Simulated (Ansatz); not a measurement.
The starting structures come from a database of crystals and need not be the phases stable at ambient conditions.

Tunnelling through a barrier is set by its complex band structure: the current falls as exp(−2κd) with the smallest κ.

Here is the system:

```
CELL_PARAMETERS angstrom
      5.95496     0.00000     0.00000
      0.00000     6.14412     0.00000
     -0.00516     0.00000     8.50541
ATOMIC_POSITIONS crystal
  Sr 0.01439 0.55115 0.75076
  Sr 0.98561 0.44885 0.24924
  Sr 0.48561 0.05115 0.74924
  Sr 0.51439 0.94885 0.25076
  Bi 0.00000 0.00000 0.00000
  Bi 0.50000 0.50000 0.50000
  Bi 0.00000 0.00000 0.50000
  Bi 0.50000 0.50000 0.00000
  O  0.31083 0.78560 0.94111
  O  0.68917 0.21440 0.05889
  O  0.18917 0.28560 0.55889
  O  0.81083 0.71440 0.44111
  O  0.21181 0.30597 0.94740
  O  0.78819 0.69403 0.05260
  O  0.28819 0.80597 0.55260
  O  0.71181 0.19403 0.44740
  O  0.60502 0.45772 0.76136
  O  0.39498 0.54228 0.23864
  O  0.89498 0.95772 0.73864
  O  0.10502 0.04228 0.26136
```

Space group of this cell: P2_1/c. The cell is taken as given; by r2SCAN its mean pressure is -0.7 GPa.

Transport runs along the normal of the first two printed cell vectors.

The gap is the functional's own, uncorrected, and κ follows it; spin-orbit coupling is left out. Mid-gap values are interpolated between the computed energies.

**Question.** State the band gap and the smallest decay constant κ at mid-gap according to r2SCAN run with Ansatz (a program for electronic structure).

**Answer.** Gap 0.59 eV on a 6×6×4 mesh; κ = 0.167 1/Å, at (0.500, 0.000) of the in-plane reciprocal vectors. At the zone centre, at the nearest computed energy, the slowest state has κ = 0.18 1/Å.
